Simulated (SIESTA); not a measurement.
Band structure of ZnS (F-43m, 2 atoms in the cell).

```
ZnS
1.0
    0.00000     2.70500     2.70500
    2.70500     0.00000     2.70500
    2.70500     2.70500     0.00000
Zn S
1 1
Cartesian
  0.00000   0.00000   0.00000
  1.35250   1.35250   1.35250
```

Computed with GGA PBE, numerical atomic orbitals DZP, PseudoDojo PBE standard norm-conserving potentials (rewritten from UPF to PSML) (SIESTA).

Settings: XC.functional = GGA; XC.authors = PBE; potentials = PseudoDojo PBE standard; PAO.BasisSize = DZP; PAO.EnergyShift = 0.01 Ry; MeshCutoff = 350 Ry; kgrid.MonkhorstPack = 7 7 7; OccupationFunction = FD; ElectronicTemperature = 50 meV; MaxSCFIterations = 150; SCF.Mixer.Method = Pulay; SCF.Mixer.Weight = 0.1; SCF.Mixer.History = 6; SCF.DM.Tolerance = 1.0E-04.

The starting cell has typed, rounded lattice constants, without a prior relaxation at this level. Values carry the incompleteness of an atom-centred basis.

### Question
Predict the gap along the standard path and the places of the band edges.

### Answer
The gap along the path is 2.42 eV, direct at Γ to within 0.01 eV.

Levels in eV from the top of the valence band on the path, bands 10 to 14:
| point | 10 | 11 | 12 | 13 | 14 |
|---|---|---|---|---|---|
| Γ | -6.16 | 0.00 | 0.00 | 0.00 | 2.42 |
| X | -5.94 | -4.52 | -2.14 | -2.14 | 3.72 |
| W | -5.77 | -4.46 | -2.69 | -2.68 | 6.12 |
| K | -5.82 | -4.51 | -3.07 | -1.72 | 4.52 |
| L | -5.96 | -5.24 | -0.79 | -0.79 | 3.91 |
| U | -5.82 | -4.51 | -3.07 | -1.72 | 4.52 |

Higher empty bands are left out: an atom-centred basis made for the valence describes them poorly.
